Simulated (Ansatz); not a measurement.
## Input and output of a self-consistent single point for Pt (Pm-3n, 8 atoms in the cell) (Ansatz)

Method of the run: PBE (plane waves, PAW; Ansatz, a quantum-chemistry and plane-wave program).

Input:

Ansatz 0.2 input:
```yaml
# Pt
crystal:
  lattice:
    - [4.92238000, 0.00000000, 0.00000000]
    - [0.00000000, 4.92238000, 0.00000000]
    - [0.00000000, 0.00000000, 4.92238000]
  atoms:
    - { symbol: Pt, position: [0.25000000, 0.00000000, 0.50000000] }
    - { symbol: Pt, position: [0.75000000, 0.00000000, 0.50000000] }
    - { symbol: Pt, position: [0.00000000, 0.50000000, 0.25000000] }
    - { symbol: Pt, position: [0.00000000, 0.50000000, 0.75000000] }
    - { symbol: Pt, position: [0.50000000, 0.25000000, 0.00000000] }
    - { symbol: Pt, position: [0.50000000, 0.75000000, 0.00000000] }
    - { symbol: Pt, position: [0.00000000, 0.00000000, 0.00000000] }
    - { symbol: Pt, position: [0.50000000, 0.50000000, 0.50000000] }
basis:
  ecutwfc: 420.0 eV
kpoints:
  mp_grid: { grid: [5, 5, 5] }
hamiltonian:
  xc: pbe
  pseudopotentials: { kind: paw }
scf:
  occupations: { method: cold, width: 0.136 eV }
output:
  forces: true
  eigenvalues: true
  stress: true
```

The program printed (abridged):

```
WARN ansatz: RAYON_NUM_THREADS=1 ignored (pool sized by the plan → 1); use --threads N
Pseudopotentials: kind: paw
Pseudopotential: Pt, paw, valence charge 18
Crystal: 8 atoms, lattice volume = 119.268 Å³
Basis set: ecut = 420 eV, 2325 PW (Γ), exchange–correlation on 72×72×72 points (8 copies of the dense FFT grid, shifted against one another)
Bands: 87, of which v1, the nominal top of the filled ones, is band 72 counted from 1 (71 counted from 0)
Symmetry: 48 space group operations
Space group: Pm-3n (ITA 223), of the structure as read, at distance tolerance 4.9e-5 Å
k-points: 10 of 125
Initial density: superposition of atomic densities (neutral atoms: chi_scale 0, normalization atom), corrected by the library's trained network
Initial wavefunctions: pseudopotential atomic-orbital guess
Eigensolver: davidson
Functional: x = pbe(κ = 0.804, μ = 0.2195149727645171), c = pbe(β = 0.06672455060314922)
SCF iter   1: F=—  HF=-100181.297958 eV  |F-HF|=—  |Δ(HF+E_count)|=         —  Δρ=1.45e-2  dr2=1.12e-1  ethr=1.77e-3  ⟨swp⟩=5.0  Hψ=2919  notcnv=0  defer=25
all-band conjugate gradients solve this SCF's bands
preconditioner: auto → Kerker (q_TF=auto, 2.815 Å⁻¹)
SCF iter   2: F=—  HF=-100181.292043 eV  |F-HF|=—  |Δ(HF+E_count)|=   5.91e-3  S|Δr|=    0.00e0  Δρ=7.35e-3  dr2=2.80e-2  ethr=7.76e-5  ⟨swp⟩=1.2  Hψ=1012  notcnv=0  defer=25
SCF iter   3: F=—  HF=-100181.288883 eV  |F-HF|=—  |Δ(HF+E_count)|=   3.16e-3  S|Δr|=    0.00e0  Δρ=6.95e-4  dr2=3.74e-4  ethr=1.94e-5  ⟨swp⟩=1.4  Hψ=869  notcnv=0  defer=25
SCF iter   4: F=—  HF=-100181.288886 eV  |F-HF|=—  |Δ(HF+E_count)|=   2.09e-6  S|Δr|=    0.00e0  Δρ=1.66e-4  dr2=2.55e-5  ethr=2.60e-7  ⟨swp⟩=2.1  Hψ=1127  notcnv=0  defer=25
SCF iter   5: F=—  HF=-100181.288895 eV  |F-HF|=—  |Δ(HF+E_count)|=   9.34e-6  S|Δr|=    0.00e0  Δρ=2.91e-5  dr2=9.33e-7  ethr=1.77e-8  ⟨swp⟩=2.1  Hψ=1262  notcnv=0  defer=25
SCF iter   6: F=-100181.288895 eV  HF=-100181.288895 eV  |F-HF|=1.43e-8  |Δ(HF+E_count)|=   1.67e-8  S|Δr|=    0.00e0  Δρ=6.98e-6  dr2=4.42e-8  ethr=6.94e-11  ⟨swp⟩=8.3  Hψ=3395  notcnv=0
SCF 1 converged in 6 iterations: F = -100181.288895 eV  dr2 = 4.42e-8
SCF converged after 6 iterations
Stability not checked (fill_not_monotonic)
Free energy (F): -100181.288895 eV
Harris-Foulkes:  -100181.288895 eV  (|F-HF|=1.43e-8)
Internal energy: -100181.310699 eV  (E = F + TS)
E sigma→0 (E₀):  -100181.296163 eV
Entropy (-TS):   0.021804 eV (2.726 meV/atom)
Fermi energy:    23.725544 eV
--- Per-component energies (eV) ---
  E_band       = -974.109074
  E_kinetic    = 5122.968681
  E_local      = -11685.794504  (includes V_loc(G=0)·N_el)
  E_nonlocal   = 1603.906006
  E_hartree    = 4364.173742
  E_xc         = -2100.299461
  E_vxc        = -2430.901045  (∫ρ·V_xc dr)
  E_paw        = -75635.616806  (= ΣΔE_a)
  E_vpaw       = -2312.634063  (= ΣTr[D̂ρ^β])
  E_aug_tail   = 0.001567  (compensation charges beyond the density's cutoff)
  E_ewald      = -21850.649922
  E_smearing   = 0.021804  (= −TS)
  E_closure    = -0.000000  (closes the sum)
  Σ components = -100181.288895   (vs F -100181.288895, Δ=0.00e0)
--- Forces (eV/Å), atoms counted from 1 ---
  atom   1  Pt     0.00000000    -0.00000000     0.00000000
   [... zero for the other atoms too ...]
  max |Σ_I F_I| component: 3.38e-17 eV/Å
--- Stress (GPa, compression-positive) ---
       23.912008      -0.000000       0.000000
       -0.000000      23.912008       0.000000
        0.000000      -0.000000      23.912008
  P = ⅓ Tr σ = 23.9120 GPa (239.120 kbar)
  The stress holds the Pulay correction. Without it, at fixed plane waves, as pw.x and ABINIT print it: P = 23.8289 GPa
--- Band table (eV; the first three rows and the last of 10) ---
  k-point 0: bands = ["-74.7691", "-74.7657", "-74.6277", "-74.6217", "-74.6217", "-74.5657", "-74.5657", "-74.5657", "-29.5075", "-29.5075", "-29.4560", "-29.1191", "-29.1191", "-29.1191", "-29.0637", "-29.0637", "-29.0637", "-28.7553", "-28.7553", [...]
  k-point 1: bands = ["-74.7685", "-74.7658", "-74.6265", "-74.6223", "-74.6172", "-74.5713", "-74.5657", "-74.5657", "-29.5101", "-29.4879", "-29.4057", "-29.1167", "-29.1167", "-29.0874", "-29.0701", "-29.0701", "-29.0408", "-28.7701", "-28.7693", [...]
  k-point 2: bands = ["-74.7673", "-74.7663", "-74.6252", "-74.6237", "-74.6034", "-74.5857", "-74.5657", "-74.5657", "-29.5099", "-29.4993", "-29.2046", "-29.1140", "-29.1140", "-29.0782", "-29.0782", "-29.0168", "-29.0090", "-28.9282", "-28.7996", [...]
  k-point 9: bands = ["-74.7659", "-74.7658", "-74.6055", "-74.6039", "-74.6039", "-74.5865", "-74.5865", "-74.5854", "-29.2486", "-29.2486", "-29.2454", "-29.0832", "-29.0832", "-29.0718", "-28.9931", "-28.9931", "-28.9909", "-28.9160", "-28.8975", [...]
```

The run converged in 6 iterations.

The starting cell was generated: these elements placed on a structure prototype, without a prior relaxation; it need not be a known phase or ordering of this composition. Its lattice was rescaled by a random factor within 2.5 % of one. Spin-orbit coupling is off. Spin polarisation is off. With a pressure of about 24 GPa the cell is away from its equilibrium volume at this level. Ansatz's pressure includes its estimate of the finite-basis (Pulay) stress.
